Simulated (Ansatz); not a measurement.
Base system: BN in the wurtzite structure (space group P6_3mc, No. 186; a = 2.541 Å, c = 4.203 Å). Axes: x lies along a and z along c of the hexagonal cell.

Level of theory: PBEsol in Ansatz (plane waves to 420 eV, PAW, no spin-orbit coupling).

One thing is altered: the cell is stretched by 0.60 % along x with no lateral relaxation, atoms relaxed at fixed cell.

Problem. Predict the stress tensor and what it implies for the stiffness.

Solution. Stress of the strained cell less that of the base (GPa, compression positive):
```
  -5.58    0.00    0.00
   0.00   -0.83    0.00
   0.00    0.00   -0.37
```

Then −Δσ_ii/ε with ε = 0.0060 gives relaxed-ion elastic constants: C11 ≈ 930 GPa, C12 ≈ 138 GPa and C13 ≈ 61 GPa.

Stability against distortions was not tested.

Ansatz is a quantum-chemistry and plane-wave program.
